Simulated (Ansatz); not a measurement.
The starting structures come from a database of crystals and need not be the phases stable at ambient conditions.

```
CELL_PARAMETERS angstrom
      6.31210     0.04916     0.00000
      2.14367     6.48250     0.00000
      3.15605     0.02458     6.06767
ATOMIC_POSITIONS crystal
  Sn 0.33446 0.00000 0.33108
  Sn 0.66554 0.00000 0.66892
  P  0.05623 0.82657 0.00000
  P  0.94377 0.17343 0.00000
  S  0.76506 0.74954 0.00000
  S  0.23494 0.25046 0.00000
  S  0.37356 0.72661 0.71975
  S  0.62644 0.27339 0.28025
  S  0.90669 0.27339 0.71975
  S  0.09331 0.72661 0.28025
```

Space group of this cell: C2/m. The cell was relaxed by PBE-D3(BJ).

Transport runs along the normal of the first two printed cell vectors.

The gap is the functional's own, uncorrected, and κ follows it; spin-orbit coupling is left out. Mid-gap values are interpolated between the computed energies.

Estimate the band gap and the smallest decay constant κ at mid-gap that PBEsol (Ansatz, an electronic-structure program) returns for this system.

Gap 0.78 eV on a 6×6×6 mesh; κ = 0.164 1/Å, at (0.167, 0.000) of the in-plane reciprocal vectors. At the zone centre, at the nearest computed energy, the slowest state has κ = 0.18 1/Å.
